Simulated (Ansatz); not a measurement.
CsCl-type AuZn (cubic form, which distorts at low temperature) was calculated with rVV10 in Ansatz (PAW).

Run with plane-wave cutoff 520 eV, 18×18×18 k mesh, Fermi–Dirac smearing 0.05 eV, scalar-relativistic PAW data made under PBE.

Cell (relaxed at this level):

```cif
data_AuZn
_chemical_formula_sum 'Zn1 Au1'
_space_group_name_H-M_alt 'P 1'
_space_group_IT_number 1
_cell_length_a 3.21209
_cell_length_b 3.21209
_cell_length_c 3.21209
_cell_angle_alpha 90.000
_cell_angle_beta 90.000
_cell_angle_gamma 90.000
loop_
_space_group_symop_operation_xyz
  'x, y, z'
loop_
_atom_site_label
_atom_site_type_symbol
_atom_site_fract_x
_atom_site_fract_y
_atom_site_fract_z
_atom_site_occupancy
Zn1 Zn 0.50000 0.50000 0.50000 1
Au1 Au 0.00000 0.00000 0.00000 1
```

Q: Estimate the bulk modulus and pressure derivative B′ of the bulk modulus that the calculation returns.

A: 
- bulk modulus = 111 GPa
- pressure derivative B′ of the bulk modulus = 5.6

The run finds no gap.

Measured, for comparison: bulk modulus 131 GPa (temperature not stated, not corrected to a static lattice; as tabulated in Nepal et al. (2020), arXiv:2007.11150). Computed (rounded) less measured: bulk modulus -15 %.

Note: symmetry holds this phase in the static calculation, where it need not be a minimum.

Spin–orbit coupling is not included; it can shift volumes and moduli of such heavy elements.

Static lattice: no zero-point or thermal effects.

The result took about 2.5 core-minutes (a rough figure).

Ansatz is a program for electronic structure.
